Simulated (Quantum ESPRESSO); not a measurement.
Quantum ESPRESSO run on V₃Cd (Pm-3m, 4 atoms in the cell): self-consistent single point.

Method: PBEsol, GBRV 1.5 ultrasoft (PBESOL) pseudopotentials (plane waves; Quantum ESPRESSO).

The change in words: lattice scaled by 0.98. Reference geometry:
```
CELL_PARAMETERS angstrom
      3.93288     0.00000     0.00000
      0.00000     3.93288     0.00000
      0.00000     0.00000     3.93288
ATOMIC_POSITIONS crystal
  V  0.00000 0.50000 0.50000
  V  0.50000 0.00000 0.50000
  V  0.50000 0.50000 0.00000
  Cd 0.00000 0.00000 0.00000
```
Moments meant for the start (each program seeds them in its own way; μB, in the order of the atoms V V V Cd): 2.0 2.0 2.0 0.0.

Reference input (self-consistent single point, DFT, PBEsol, plane waves, GBRV 1.5 ultrasoft (PBESOL) pseudopotentials): ecutwfc = 50 Ry; ecutrho = 400 Ry; occupations = smearing; smearing = gaussian; degauss = 0.0073499 Ry; nspin = 2; potentials = {V: v_pbesol_v1.4.uspp.F.UPF, Cd: cd_pbesol_v1.uspp.F.UPF}; K_POINTS = automatic 7 7 7 0 0 0; conv_thr = 1e-09 Ry; mixing_beta = 0.3. This run's input differs from it in these lines:

```diff
@@ -10,3 +10,3 @@
     ibrav = 0
-    celldm(1) = 7.432066081
+    celldm(1) = 7.283424004
     nat = 4
```

The program printed (abridged):

```
     Self-consistent Calculation

     iteration #  1     ecut=    50.00 Ry     beta= 0.30

     Threshold (ethr) on eigenvalues was too large:
     Diagonalizing with lowered threshold

     negative rho (up, down):  1.192E-02 1.203E-02

     total energy              =    -549.23732924 Ry
     estimated scf accuracy    <       0.52808303 Ry

     total magnetization       =     2.69 Bohr mag/cell
     absolute magnetization    =     2.74 Bohr mag/cell

     iteration #  2     ecut=    50.00 Ry     beta= 0.30

     negative rho (up, down):  1.201E-02 1.248E-02

     total energy              =    -549.29004931 Ry
   [... lines left out ...]

     total energy              =    -549.33421974 Ry
     estimated scf accuracy    <          1.1E-09 Ry

     total magnetization       =    -0.00 Bohr mag/cell
     absolute magnetization    =     0.00 Bohr mag/cell

     iteration # 21     ecut=    50.00 Ry     beta= 0.30

     negative rho (up, down):  1.270E-02 1.270E-02

     Magnetic moment per site  (integrated on atomic sphere of radius R)
     atom   1 (R=0.292)  charge= 11.5137  magn=  0.0002
     atom   2 (R=0.292)  charge= 11.5137  magn=  0.0002
     atom   3 (R=0.292)  charge= 11.5137  magn=  0.0002
     atom   4 (R=0.292)  charge= 10.3846  magn=  0.0000
     End of self-consistent calculation

     the Fermi energy is    16.2962 ev

!    total energy              =    -549.33421977 Ry
     estimated scf accuracy    <          5.0E-10 Ry
     smearing contrib. (-TS)   =      -0.00223610 Ry
     internal energy E=F+TS    =    -549.33198367 Ry

     total magnetization       =     0.00 Bohr mag/cell
     absolute magnetization    =     0.00 Bohr mag/cell

     convergence has been achieved in  21 iterations

     negative rho (up, down):  1.270E-02 1.270E-02

     Forces acting on atoms (cartesian axes, Ry/au):

     atom    1 type  1   force =     0.00000000    0.00000000    0.00000000
   [... zero for the other atoms too ...]

     Total force =     0.000000     Total SCF correction =     0.000000

     negative rho (up, down):  1.270E-02 1.270E-02
          total   stress  (Ry/bohr**3)                   (kbar)     P=       15.71
   0.00010677   0.00000000   0.00000000           15.71        0.00        0.00
   0.00000000   0.00010677   0.00000000            0.00       15.71        0.00
   0.00000000   0.00000000   0.00010677            0.00        0.00       15.71

   JOB DONE.
```

The run converged in 21 iterations. Against the reference run the free energy goes down by 16.7 meV/atom and the pressure goes from -7.73 to 1.57 GPa.

The starting cell comes from a database of computed structures (which also holds hypothetical and non-ambient phases and stackings), without a prior relaxation at this level. For this run, on top of that: lattice scaled by 0.98. The starting moments vanished: the run ended non-magnetic, which need not be the lowest state.

Cost on one core of a shared machine: roughly 90 s.
